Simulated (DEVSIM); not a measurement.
Structure: Pt/Al2O3/n-Ge capacitor, at 300 K.

Layer 1 from the left is Al2O3, thickness (nm) 2.80. Layer 2 from the left is Ge, thickness (nm) 990, Nd (cm⁻³) 3.6e17.

Metal gate on the left, work function 5.6 eV. Fixed charge at the semiconductor interface 1.1e12 cm⁻² (in units of +e); no interface traps.

This is a model device: material constants are rounded textbook-type values typed into the input, and sizes, dopings and lifetimes were drawn at random. Values at 300 K.

Al2O3: gap (eV) 6.8, affinity (eV) 1.35, permittivity 9. Ge: gap (eV) 0.664, affinity (eV) 4, permittivity 16, Nc (cm⁻³) 1.04e19, Nv (cm⁻³) 6e18.

DEVSIM, 1D Poisson equation in equilibrium, Boltzmann statistics, complete ionisation; no quantum confinement or tunnelling. Metal contacts follow the ideal Schottky-Mott rule: no Fermi-level pinning, no interface dipoles.

Q: What does the simulation give for the minimum of the low-frequency capacitance?

A: minimum of the low-frequency capacitance 0.299 μF/cm².
